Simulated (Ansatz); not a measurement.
Electronic density of states of amorphous Al₂₈O₄₄Hf, density 3.39 g/cm³, on a 2×2×2 Γ-centred mesh with a Gaussian width of 0.1 eV; energies count from the Fermi level, whose place inside the gap is arbitrary. Cell and mesh are small, so fine structure isn't converged. Calculation: PBE, scalar-relativistic without spin-orbit coupling (plane waves to 420 eV, PAW; Ansatz, an electronic-structure program). Sampling: a 2×2×2 Γ-centred mesh; Fermi-Dirac width 0.02 eV; no spin polarisation. At PBE the levels at the filled edge of the gap are localised (band-tail or defect states), and the nearest spread-out levels lie 4.1 eV apart at the zone centre.

The cell was made by melting and quenching with the CHGNet potential and then relaxed with DFT. O atoms were pushed apart under 1.9 Å during the dynamics, to hinder bonds among them. The hot cell started wider than the set density and was brought back towards it in steps. It is the lowest in DFT energy of 2 quenches. It is a model cell: composition and starting density were chosen by hand, and all elements were melted together. No dispersion term was used. Its density started from a set value of 3.39 and ended at 3.39 g/cm³. The quench (nominally 280 K/ps over its main leg) was far faster than any real one, so the model tends to hold more defects than a real film. Values belong to this one cell and scatter from quench to quench. The volume was held where the preparation left it and the shape relaxed, at a PBE pressure of -0.1 GPa (tension).

(E - EF (eV), states/(eV atom)): (-12.00, 0.00); (-11.90, 0.00); (-11.80, 0.00); (-11.70, 0.00); (-11.60, 0.00); (-11.50, 0.00); (-11.40, 0.00); (-11.30, 0.00); (-11.20, 0.00); (-11.10, 0.00); (-11.00, 0.00); (-10.90, 0.00); (-10.80, 0.00); (-10.70, 0.00); (-10.60, 0.00); (-10.50, 0.00); (-10.40, 0.00); (-10.30, 0.00); (-10.20, 0.00); (-10.10, 0.00); (-10.00, 0.00); (-9.90, 0.00); (-9.80, 0.00); (-9.70, 0.00); (-9.60, 0.00); (-9.50, 0.00); (-9.40, 0.00); (-9.30, 0.00); (-9.20, 0.00); (-9.10, 0.00); (-9.00, 0.00); (-8.90, 0.00); (-8.80, 0.00); (-8.70, 0.00); (-8.60, 0.03); (-8.50, 0.11); (-8.40, 0.17); (-8.30, 0.19); (-8.20, 0.22); (-8.10, 0.25); (-8.00, 0.35); (-7.90, 0.42); (-7.80, 0.48); (-7.70, 0.45); (-7.60, 0.38); (-7.50, 0.41); (-7.40, 0.47); (-7.30, 0.45); (-7.20, 0.36); (-7.10, 0.34); (-7.00, 0.41); (-6.90, 0.46); (-6.80, 0.44); (-6.70, 0.46); (-6.60, 0.50); (-6.50, 0.50); (-6.40, 0.48); (-6.30, 0.51); (-6.20, 0.53); (-6.10, 0.55); (-6.00, 0.57); (-5.90, 0.53); (-5.80, 0.55); (-5.70, 0.60); (-5.60, 0.55); (-5.50, 0.53); (-5.40, 0.58); (-5.30, 0.64); (-5.20, 0.63); (-5.10, 0.61); (-5.00, 0.61); (-4.90, 0.64); (-4.80, 0.62); (-4.70, 0.63); (-4.60, 0.59); (-4.50, 0.60); (-4.40, 0.63); (-4.30, 0.68); (-4.20, 0.68); (-4.10, 0.68); (-4.00, 0.70); (-3.90, 0.72); (-3.80, 0.74); (-3.70, 0.83); (-3.60, 0.87); (-3.50, 0.82); (-3.40, 0.75); (-3.30, 0.73); (-3.20, 0.67); (-3.10, 0.64); (-3.00, 0.71); (-2.90, 0.72); (-2.80, 0.74); (-2.70, 0.74); (-2.60, 0.64); (-2.50, 0.59); (-2.40, 0.52); (-2.30, 0.46); (-2.20, 0.42); (-2.10, 0.34); (-2.00, 0.32); (-1.90, 0.26); (-1.80, 0.14); (-1.70, 0.03); (-1.60, 0.00); (-1.50, 0.00); (-1.40, 0.00); (-1.30, 0.00); (-1.20, 0.00); (-1.10, 0.00); (-1.00, 0.00); (-0.90, 0.00); (-0.80, 0.00); (-0.70, 0.00); (-0.60, 0.00); (-0.50, 0.00); (-0.40, 0.00); (-0.30, 0.00); (-0.20, 0.00); (-0.10, 0.00); (0.00, 0.00); (0.10, 0.00); (0.20, 0.00); (0.30, 0.00); (0.40, 0.00); (0.50, 0.00); (0.60, 0.00); (0.70, 0.00); (0.80, 0.00); (0.90, 0.00); (1.00, 0.00); (1.10, 0.00); (1.20, 0.00); (1.30, 0.00); (1.40, 0.00); (1.50, 0.00); (1.60, 0.00); (1.70, 0.01); (1.80, 0.02); (1.90, 0.01); (2.00, 0.00); (2.10, 0.00); (2.20, 0.01); (2.30, 0.03); (2.40, 0.05); (2.50, 0.10); (2.60, 0.12); (2.70, 0.10); (2.80, 0.12); (2.90, 0.18); (3.00, 0.13); (3.10, 0.10); (3.20, 0.07); (3.30, 0.04); (3.40, 0.06); (3.50, 0.12); (3.60, 0.18); (3.70, 0.16); (3.80, 0.13); (3.90, 0.11); (4.00, 0.14); (4.10, 0.16); (4.20, 0.15); (4.30, 0.10); (4.40, 0.10); (4.50, 0.12); (4.60, 0.13); (4.70, 0.15); (4.80, 0.15); (4.90, 0.14); (5.00, 0.13); (5.10, 0.18); (5.20, 0.24); (5.30, 0.22); (5.40, 0.23); (5.50, 0.29); (5.60, 0.31); (5.70, 0.30); (5.80, 0.28); (5.90, 0.31); (6.00, 0.30); (6.10, 0.30); (6.20, 0.32); (6.30, 0.31); (6.40, 0.32); (6.50, 0.42)

The level gap on this mesh is 3.62 eV; the broadening fills part of it in the curve.
